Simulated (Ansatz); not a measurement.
Take MgSe in the rock salt structure (space group Fm-3m, No. 225) as the base.

```cif
data_Mg4Se4
_chemical_formula_sum 'Mg4 Se4'
_space_group_name_H-M_alt 'Fm-3m'
_space_group_IT_number 225
_space_group_name_Hall '-F 4 2 3'
_cell_length_a 5.50804
_cell_length_b 5.50804
_cell_length_c 5.50804
_cell_angle_alpha 90.000
_cell_angle_beta 90.000
_cell_angle_gamma 90.000
loop_
_atom_site_label
_atom_site_type_symbol
_atom_site_symmetry_multiplicity
_atom_site_Wyckoff_symbol
_atom_site_fract_x
_atom_site_fract_y
_atom_site_fract_z
_atom_site_occupancy
Mg1 Mg 4 a 0.00000 0.00000 0.00000 1
Se1 Se 4 b 0.50000 0.50000 0.50000 1
```
(The calculation used a cell of 2 atoms; values per cell refer to that cell.)

All numbers come from Ansatz (a program for electronic structure) PBE, without spin-orbit coupling.

For the base:

The hole mass comes out as 0.16, 0.82, 0.82 mₑ (at Γ) and the electron mass is 0.48 mₑ along k, 0.24 mₑ across (at X). The density comes out as 4.10 g/cm³ and the smallest direct gap comes out as 2.40 eV.

It is then changed as follows: a hydrostatic pressure of 15 GPa.

What happens to the hole mass, electron mass, density and smallest direct gap?

The hole mass (degenerate bands, along [100]) goes from 0.16, 0.82, 0.82 mₑ (at Γ) to 0.19, 0.67, 0.67 mₑ (at Γ); the electron mass changes from 0.48 mₑ along k, 0.24 mₑ across (at X) to 0.51 mₑ along k, 0.24 mₑ across (at X); the density grows by 0.78 g/cm³, from 4.10 g/cm³ to 4.88 g/cm³; the smallest direct gap grows by 1.26 eV (2.40 eV → 3.66 eV).

Load acts through the strain it causes; cell and atoms are relaxed under it. Masses are band curvatures over ±0.01 Å⁻¹ around the edge. Along k means along the line from Γ to the band edge. Stability against distortions was not tested. Competing high-pressure phases were not computed.
